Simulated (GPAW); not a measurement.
# Equation of state of rock-salt SnTe (space group 225): energy against volume (GPAW, PBEsol)

```
CELL_PARAMETERS angstrom
      0.00000     3.06825     3.06825
      3.06825     0.00000     3.06825
      3.06825     3.06825     0.00000
ATOMIC_POSITIONS crystal
  Sn 0.00000 0.00000 0.00000
  Te 0.50000 0.50000 0.50000
```

Method: PBEsol, GPAW PAW datasets PBEsol (made by gpaw-setup) (plane waves; GPAW 25.7.0). Settings: mode = pw; ecut = 585 eV; xc = PBEsol; kpts = 9 9 9; mesh shift (steps) = 0 0 0; occupations.name = fermi-dirac; occupations.width = 0.01 eV; nbands = -6; convergence.density = 1e-05 e/electron; convergence.bands = -4; symmetry.symmorphic = false; symmetry.tolerance = 0.0005; maxiter = 150. The cell above is the first row's. The rows scale it uniformly. In all rows fractional positions and the k mesh are held. E is the free energy at the stated smearing, counted from the lowest row.

| V (Å^3/atom) | E (meV/atom) |
|---|---|
| 28.885 | 22.00 |
| 29.513 | 9.97 |
| 30.141 | 2.81 |
| 30.769 | 0.00 |
| 31.397 | 1.06 |
| 32.025 | 5.62 |
| 32.653 | 13.25 |
| 33.281 | 23.65 |
| 33.908 | ? |

The 8 complete rows are fitted with the third-order Birch-Murnaghan form, a cubic in V^(-2/3), E against V. With u = V^(-2/3) - 0.1013, the rows have u = 0.0049230, 0.0034107, 0.0019511, 0.0005414, -0.0008212, -0.0021391, -0.0034146, -0.0046499. Least squares gives E = -0.018 - 509.4·u + 998247·u² + 2803348·u³. Residuals (row less fit): -0.002, 0.002, 0.001, 0.001, -0.012, 0.008, 0.001, -0.002; standard error 0.007 (degrees of freedom: 4). Its minimum lies at u = 0.0002549, so V0 = (0.1015549)^(-3/2) = 30.90. There d²E/du² = 2001000 and d³E/du³ = 1.682e7, so B0 = (4/9) × 30.90^(-7/3) × 2001000 × 0.160218 = 47.6 GPa (the last factor turns the table's units into GPa), and B0' = 4 + (2/3) × 0.1015549 × (1.682e7)/2001000 = 4.6. The program's pressures in the fitted runs (not shown) pass through zero at V = 30.88, 0.05 % from this V0.

Q: Predict the withheld E at V = 33.908 from the fit, and compare with the calculation.

A: u = -0.0058450, so E = -0.018 - 509.4 × (-0.0058450) + 998247 × (-0.0058450)² + 2803348 × (-0.0058450)³ = 36.504 meV/atom. The calculation gives 36.53 meV/atom, 0.026 meV/atom above the prediction (0.1 % of the range of E in the table). The row lies outside the fitted rows, so this is an extrapolation. From the scatter of the fitted rows alone, a prediction at this place has a standard error of 0.018 meV/atom, so the miss is 1.4 times that.

Carrying the step between the two nearest rows on in a straight line would have given 34.03, off by 2.50; series whose last step already gives the withheld value aren't shown. The scan was laid around a cell of about the measured size, scaled by a guess for this functional. This is the room-temperature phase, which distorts on cooling and is held here by symmetry. The runs keep the symmetry of the cell, so they don't test it for distortions. Spin-orbit coupling is off. Cutoffs and mesh are single choices, not tested for convergence of this quantity. Series with a scatter that would blur these digits, or in which a gap closes, are not shown. Nor are scans whose minimum lies at an end fitted in this form.
